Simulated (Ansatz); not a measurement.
# HfO2: pressure series

Base system: HfO₂ (space group P2_1/c, No. 14; a = 5.162 Å, b = 5.213 Å, c = 5.353 Å, α = 90.00°, β = 99.66°, γ = 90.00°).

Cell and atoms are relaxed at each pressure.

Method: PBE/PAW in Ansatz (a first-principles code), scalar-relativistic without spin-orbit coupling, earlier PAW set.

Notes on the quantities. enthalpy: H = E + PV relative to the base's energy.

```tsv
variant	enthalpy	band gap	shortest interatomic distance
base	–	4.04 eV	2.052 Å
pressure −1 GPa	-0.07 eV/atom	4.04 eV	2.054 Å
pressure 0.9 GPa	+0.07 eV/atom	4.04 eV	2.051 Å
pressure 2.1 GPa	+0.15 eV/atom	4.04 eV	?
pressure 4.5 GPa	+0.33 eV/atom	4.06 eV	2.047 Å
pressure 9 GPa	+0.65 eV/atom	4.24 eV	2.036 Å
pressure 22.5 GPa	+1.56 eV/atom	4.73 eV	2.000 Å
pressure 30 GPa	+2.04 eV/atom	4.70 eV	1.988 Å
```

Q: Some entries are withheld; estimate them.

A: 
- pressure 2.1 GPa, shortest interatomic distance: 2.049 Å

With Hf present, leaving out spin-orbit coupling can change the band edges. Load acts through the strain it causes; cell and atoms are relaxed under it. Whether these cells are dynamically stable was not tested. Competing high-pressure phases were not computed.
